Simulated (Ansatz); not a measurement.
Consider a periodic stack without vacuum, corundum (1 0 0) on wurtzite AlN (1 0 0) (film strained to the substrate, started from cuts of the bulks and a machine-learned relaxation; slabs Al40N40 and Al36O54, which can lie off the formulas): substrate slab Al40N40, film Al36O54, surface cells [[0, -1], [4, -1]] and [[1, 0], [1, 1]], film strained by -4.6 and +4.4 %, outermost planes AlN/AlN and AlO/AlO as cut, which need not be the usual terminations and can put a slab off its formula. Its start:

```xyz
170
Lattice="5.0182 0.0000 -0.0943 5.0182 12.5210 -0.0571 1.9602 2.9568 27.8826" Properties=species:S:1:pos:R:3 pbc="T T T"
Al     6.3906     9.6209     0.5940
Al     6.4968    12.7036     0.8273
Al     1.1790     3.1586     0.8966
Al     1.7652     5.8620     0.5664
Al     4.2635     8.8134     2.3610
Al     4.2917    11.8897     2.5019
Al     4.2217     2.3733     2.4700
Al     4.4000     5.5537     2.3444
N      4.9343     8.5592     0.7062
N      5.1100    11.4664     0.8891
N      4.9995     1.7427     0.8672
N      5.2233     4.8540     0.7251
N      7.3621     9.0346     2.2815
N      7.4136    12.1554     2.4196
N      2.3347     2.6778     2.3928
N      2.4899     5.7838     2.3187
Al     6.8359     7.3861     3.1398
Al     6.7959    10.5120     3.3146
Al     1.7636     1.1062     3.4815
Al     1.8311     4.2190     3.3778
Al     4.3955     7.2283     5.0588
Al     4.3720    10.3735     5.1964
Al     4.3541     0.9658     5.2492
Al     4.3822     4.0755     5.1401
N      4.9444     7.1763     3.2421
N      4.8946    10.3364     3.4183
N     -0.1256     0.9276     3.5708
N      4.9263     4.0071     3.3352
N      2.4764     7.2659     5.0691
N      7.4768    10.4237     5.1152
N      2.4469     1.0203     5.2436
N      2.4707     4.1197     5.1504
Al     1.9005     5.7074     6.0333
Al     6.9298     8.8060     5.9612
Al     6.9041    11.9487     6.0930
Al     1.8791     2.5776     6.1453
Al     4.4690     5.6410     7.8000
Al     4.5123     8.7968     7.8206
Al     9.4962    11.9457     7.8798
Al     4.4449     2.5445     7.9392
N      5.0114     5.6616     5.9707
N      5.0237     8.7789     5.9991
N      4.9989    11.9301     6.1472
N      4.9917     2.5527     6.1077
N      2.5598     5.6113     7.8148
N      7.6163     8.7726     7.7569
N      7.5860    11.9322     7.8782
N      2.5398     2.5125     7.9166
Al     1.9541     4.0761     8.8216
Al     7.0536     7.1726     8.6635
Al     7.0625    10.3059     8.7449
Al     7.0061    13.4835     8.8254
Al     4.4881     4.2030    10.6453
Al     4.6698     7.2804    10.4265
Al     4.6967    10.2633    10.5984
Al     9.5619    13.6004    10.6552
N      5.0608     4.1248     8.7873
N      5.1512     7.2051     8.6105
N      5.1544    10.3571     8.7407
N     10.1107    13.5203     8.8019
N      2.5665     3.9441    10.5745
N      7.7618     7.0429    10.4078
N      7.8028    10.2677    10.5089
N      7.6754    13.4291    10.6086
Al     1.9567     2.4476    11.6899
Al     7.0807     5.4877    11.4634
Al     7.2216     8.5842    11.3934
Al     7.2506    11.7865    11.4334
Al     3.9811     3.3813    13.2605
Al     4.0770     6.5677    12.8842
Al     3.0955     9.6787    14.0089
Al     9.8565    11.8228    13.1560
N      5.0565     2.6851    11.6620
N      5.2251     5.8136    11.4625
N      5.3980     8.7436    11.2622
N      5.3385    11.9286    11.5135
N      2.6706     2.0747    13.3754
N      3.1370     5.0389    13.0348
N      8.1504     8.1837    12.9976
N      8.0765    11.4633    13.2364
Al     6.1216     4.8861    18.7996
Al     3.8395     2.4497    16.0898
Al     6.2732     4.2854    15.7829
Al     3.4941     6.2937    17.1093
O      7.3644     3.2170    16.5838
O      4.8668     3.4587    14.9786
O      5.2696     5.4400    17.0829
O      7.2704     5.8059    15.6820
O      7.8698     5.5926    18.6175
O      4.8529     3.6077    18.7828
Al     8.6463     8.9947    17.1367
Al     5.9647     6.9323    16.2069
Al     6.1563     8.5874    18.6909
Al     6.3205    10.8711    16.0762
O      4.3430     7.6226    16.0876
O      4.4526     7.7832    18.5744
O      7.7428     9.8565    15.6659
O      7.6670     9.8150    18.6099
O      5.2905     9.9442    17.2866
O      7.0815     7.7687    17.3063
Al     7.4058    13.0314    14.1563
Al     6.0872    11.2172    18.7708
Al     8.4236    12.9033    17.4456
Al     5.9811     2.1500    18.5812
O      9.3612    11.9553    18.7701
O      6.8742    11.9444    17.3407
O      7.6760    13.9755    18.6972
O      9.9134    14.0786    17.2099
O      8.2755    13.2808    15.6627
O     10.8931    11.9705    14.5990
Al     3.7581     4.9031    22.8639
Al     6.2385     2.8132    21.4247
Al     3.7093     4.2998    20.0190
Al     6.2579     6.4736    21.4401
O      4.4874     3.6059    21.6176
O      7.0151     3.6398    19.9356
O      7.9919     5.7090    21.2546
O      5.1959     5.7483    20.0950
O      5.5169     5.6821    22.9969
O      7.2436     3.6107    22.8192
Al     6.2432     9.0764    21.4728
Al     8.7292     7.0036    19.9936
Al     8.7831     8.5485    22.7866
Al     8.6523    10.6208    19.9921
O      6.9679     7.7658    20.1610
O      7.0389     7.7665    22.7007
O      5.4106     9.8650    19.9459
O      5.2877     9.8356    22.8851
O      7.9904     9.8208    21.5482
O      4.7304     7.7756    21.4935
Al     8.6244    13.2634    20.0968
Al     8.7421    11.1650    22.8215
Al     6.1580    12.7167    21.4872
Al     3.7538     2.2956    22.8620
O      6.9913    11.9144    22.9599
O      9.4465    11.9370    21.3033
O     10.5055    14.0401    22.6756
O      7.7090    14.0384    21.4808
O     10.3983    13.9968    20.1657
O      7.1301    11.8721    20.1491
Al     6.5722     4.9174    26.9624
Al     3.8094     2.7330    25.7238
Al     6.2776     4.3458    24.2240
Al     8.9025     6.4864    25.5238
O      7.0467     3.5619    25.8147
O      4.5292     3.6140    24.1964
O      5.6227     5.6925    25.5719
O      7.8379     5.6759    24.1742
O      8.2468     5.7251    26.9293
O      4.7236     3.2886    27.3204
Al     8.9250     9.1202    25.5699
Al     6.3487     6.9608    24.2218
Al     6.4969     8.4720    26.9496
Al     6.3062    10.6347    24.2403
O      4.6145     7.7772    24.4247
O      4.7177     7.9390    27.0700
O      8.0681     9.8553    24.0771
O      7.9488     9.7031    26.9706
O      5.6155     9.8816    25.8528
O      7.3766     7.7578    25.5165
Al    11.3224    13.2539    24.1565
Al     6.1453    11.3155    27.0072
Al     8.7899    12.6938    25.5714
Al    11.3436    14.6423    26.9792
O      9.5055    12.0171    27.1070
O      7.0374    11.9174    25.4626
O      8.0125    13.9260    26.6573
O     10.3525    14.0034    25.5473
O      8.0409    14.0124    24.2633
O      9.7710    11.9098    24.1843
```

The start was prepared with a machine-learned potential, and the result is one local minimum, with the in-plane cell held and forces under 0.04 eV/Å; the film can end far from its bulk form.

The numbers are results of PBE (plane waves to 420 eV, PAW; Ansatz, an electronic-structure program), not measurements. Scalar-relativistic, without spin–orbit coupling; the runs are not spin-polarised; PBE gaps are too small against experiment. Its k-point mesh 5×2×1, Fermi–Dirac width 0.05 eV.

Predict the relaxed interface.

The interface area is 62.8 Å². The period is 27.80 Å. The heights between the nearest atoms of the two slabs at the two interfaces comes out as 0.07 and 0.96 Å. The Al–O contacts across the interfaces within 1.22 times the sum of covalent radii is 10, mean 1.84 Å. The Al–Al contacts across the interfaces within 1.22 times the sum of covalent radii is 9, mean 2.80 Å. The Al–N contacts across the interfaces within 1.22 times the sum of covalent radii is 9, mean 1.92 Å.
